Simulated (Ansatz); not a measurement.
Electronic density of states of amorphous Hf18O39B2, density 8.29 g/cm³, on a 2×2×2 Γ-centred mesh with a Gaussian width of 0.1 eV; energies count from the Fermi level, whose place inside the gap is arbitrary. Cell and mesh are small, so fine structure isn't converged. Method: PBE, scalar-relativistic without spin-orbit coupling (plane waves to 420 eV, PAW; Ansatz, a quantum-chemistry and plane-wave program). Sampling: a 2×2×2 Γ-centred mesh; Fermi-Dirac width 0.02 eV; no spin polarisation. At PBE the levels at the filled edge of the gap are localised (band-tail or defect states).

A CHGNet melt-quench gave the starting glass, which DFT then relaxed. O atoms were pushed apart under 1.9 Å during the dynamics, to hinder bonds among them. The hot cell started wider than the set density and was brought back towards it in steps. It is the lowest in DFT energy of 2 quenches. It is a model cell: composition and starting density were chosen by hand, and all elements were melted together. No dispersion term was used. Its density started from a set value of 8.42 and ended at 8.29 g/cm³. The quench (nominally 380 K/ps over its main leg) was far faster than any real one, so the model tends to hold more defects than a real film. One small periodic cell is one sample of the glass; other quenches scatter about these values. Volume and shape were free in the relaxation.

(E - EF (eV), states/(eV atom)): (-12.00, 2.45); (-11.90, 0.33); (-11.80, 0.01); (-11.70, 0.00); (-11.60, 0.00); (-11.50, 0.00); (-11.40, 0.00); (-11.30, 0.00); (-11.20, 0.00); (-11.10, 0.00); (-11.00, 0.00); (-10.90, 0.00); (-10.80, 0.00); (-10.70, 0.00); (-10.60, 0.00); (-10.50, 0.00); (-10.40, 0.00); (-10.30, 0.00); (-10.20, 0.00); (-10.10, 0.00); (-10.00, 0.00); (-9.90, 0.00); (-9.80, 0.00); (-9.70, 0.00); (-9.60, 0.00); (-9.50, 0.00); (-9.40, 0.00); (-9.30, 0.00); (-9.20, 0.00); (-9.10, 0.00); (-9.00, 0.00); (-8.90, 0.03); (-8.80, 0.13); (-8.70, 0.14); (-8.60, 0.04); (-8.50, 0.10); (-8.40, 0.17); (-8.30, 0.06); (-8.20, 0.00); (-8.10, 0.00); (-8.00, 0.05); (-7.90, 0.16); (-7.80, 0.12); (-7.70, 0.12); (-7.60, 0.26); (-7.50, 0.23); (-7.40, 0.08); (-7.30, 0.09); (-7.20, 0.24); (-7.10, 0.34); (-7.00, 0.37); (-6.90, 0.33); (-6.80, 0.37); (-6.70, 0.42); (-6.60, 0.39); (-6.50, 0.45); (-6.40, 0.56); (-6.30, 0.56); (-6.20, 0.59); (-6.10, 0.71); (-6.00, 0.74); (-5.90, 0.75); (-5.80, 0.81); (-5.70, 0.87); (-5.60, 0.85); (-5.50, 0.84); (-5.40, 0.85); (-5.30, 0.88); (-5.20, 0.87); (-5.10, 0.85); (-5.00, 0.81); (-4.90, 0.83); (-4.80, 0.80); (-4.70, 0.79); (-4.60, 0.81); (-4.50, 0.81); (-4.40, 0.78); (-4.30, 0.83); (-4.20, 0.85); (-4.10, 0.84); (-4.00, 0.85); (-3.90, 0.91); (-3.80, 0.89); (-3.70, 0.88); (-3.60, 0.90); (-3.50, 0.93); (-3.40, 0.97); (-3.30, 0.99); (-3.20, 0.97); (-3.10, 0.92); (-3.00, 0.90); (-2.90, 0.93); (-2.80, 0.90); (-2.70, 0.76); (-2.60, 0.67); (-2.50, 0.60); (-2.40, 0.55); (-2.30, 0.52); (-2.20, 0.40); (-2.10, 0.22); (-2.00, 0.11); (-1.90, 0.17); (-1.80, 0.11); (-1.70, 0.01); (-1.60, 0.00); (-1.50, 0.00); (-1.40, 0.00); (-1.30, 0.00); (-1.20, 0.00); (-1.10, 0.00); (-1.00, 0.00); (-0.90, 0.00); (-0.80, 0.00); (-0.70, 0.00); (-0.60, 0.00); (-0.50, 0.00); (-0.40, 0.00); (-0.30, 0.00); (-0.20, 0.00); (-0.10, 0.00); (0.00, 0.00); (0.10, 0.00); (0.20, 0.00); (0.30, 0.00); (0.40, 0.00); (0.50, 0.00); (0.60, 0.00); (0.70, 0.00); (0.80, 0.00); (0.90, 0.00); (1.00, 0.00); (1.10, 0.00); (1.20, 0.00); (1.30, 0.00); (1.40, 0.00); (1.50, 0.00); (1.60, 0.00); (1.70, 0.01); (1.80, 0.09); (1.90, 0.18); (2.00, 0.17); (2.10, 0.24); (2.20, 0.25); (2.30, 0.25); (2.40, 0.31); (2.50, 0.38); (2.60, 0.51); (2.70, 0.61); (2.80, 0.57); (2.90, 0.60); (3.00, 0.68); (3.10, 0.74); (3.20, 0.77); (3.30, 0.70); (3.40, 0.77); (3.50, 0.83); (3.60, 0.80); (3.70, 0.79); (3.80, 0.80); (3.90, 0.75); (4.00, 0.68); (4.10, 0.69); (4.20, 0.67); (4.30, 0.67); (4.40, 0.65); (4.50, 0.70); (4.60, 0.74); (4.70, 0.69)

The level gap on this mesh is 3.70 eV; the broadening fills part of it in the curve.
